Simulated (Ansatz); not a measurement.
The parent structure is PbS in the rock salt structure (space group Fm-3m, No. 225; a = 6.0089 Å).

Structures relaxed with DFT with PBE, PAW potentials and a 420 eV plane-wave cutoff in Ansatz (an electronic-structure program), spin-orbit coupling left out.

Base:

Simulated powder pattern, Mo Kα, λ = 0.71073 Å (kinematic, ideal powder, no thermal factors, no anomalous dispersion; the 8 strongest lines at most, above 2 %, up to 2θ = 40°):

```tsv
2θ (°)	I/Imax (%)	hkl
11.76	95	(111)
13.59	100	(200)
19.26	81	(220)
22.62	58	(311)
23.64	31	(222)
29.88	26	(331)
30.67	44	(420)
33.68	33	(422)
```

After one change:

Simulated powder pattern, Mo Kα, λ = 0.71073 Å (kinematic, ideal powder, no thermal factors, no anomalous dispersion; the 8 strongest lines at most, above 2 %, up to 2θ = 40°):

| 2θ (°) | I/Imax (%) |
|---|---|
| 13.01 | 97 |
| 15.03 | 100 |
| 21.32 | 80 |
| 25.05 | 56 |
| 26.19 | 30 |
| 33.12 | 25 |
| 34.01 | 41 |
| 37.37 | 30 |

Q: What was done to the base?
(A) pressure 30 GPa
(B) pressure 45 GPa
(C) pressure 9 GPa
(D) pressure 60 GPa

A: A, pressure 30 GPa. Its volume per atom is 20.06 Å³ against 27.12 Å³, and its space group is Fm-3m (No. 225).

The mesh was chosen for an insulator and is coarse for the gapless case. Load acts through the strain it causes; cell and atoms are relaxed under it. Whether these cells are dynamically stable was not tested. Competing high-pressure phases were not computed. All final runs are without spin polarisation.
